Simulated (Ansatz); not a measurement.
Band structure of Lu₂C (R-3m, 3 atoms in the cell).

```xyz
3
Lattice="1.7473 1.0088 5.8377 -1.7473 1.0088 5.8377 0.0000 -2.0176 5.8377" Properties=species:S:1:pos:R:3 pbc="T T T"
Lu     0.0000     0.0000     4.2176
Lu     0.0000     0.0000    13.2954
C      0.0000     0.0000     8.7565
```

Level of theory: PBEsol, PAW files made with PBE (plane waves; Ansatz, a first-principles code).

Settings: kpoints.mp_grid.grid = 9 9 9; hamiltonian.xc = pbesol; hamiltonian.pseudopotentials = {kind: paw} (the program's default PAW files); scf.occupations.method = gaussian; scf.occupations.width = 0.1 eV; kpoints.band_path.path = [[0.0, 0.0, 0.0], [0.5, 0.0, 0.0], [0.5, 0.18657429, -0.18657429]]; kpoints.band_path.npoints = 8.

The starting cell comes from a database of computed structures (which also holds hypothetical and non-ambient phases and stackings), without a prior relaxation at this level. Spin-orbit coupling is off.

Levels in eV from the Fermi level, bands 24 to 31:
```csv
point,24,25,26,27,28,29,30,31
Γ,-3.84,-2.21,-1.25,-1.25,2.55,2.55,2.69,4.69
L,-3.52,-1.67,-1.13,-0.31,-0.06,0.87,4.10,4.45
B1,-2.74,-2.57,-1.52,0.10,0.68,1.51,2.41,3.79
```

Bands cross the Fermi level along this path, so the cell is metallic at this level.

Keys are those of Ansatz 0.2.
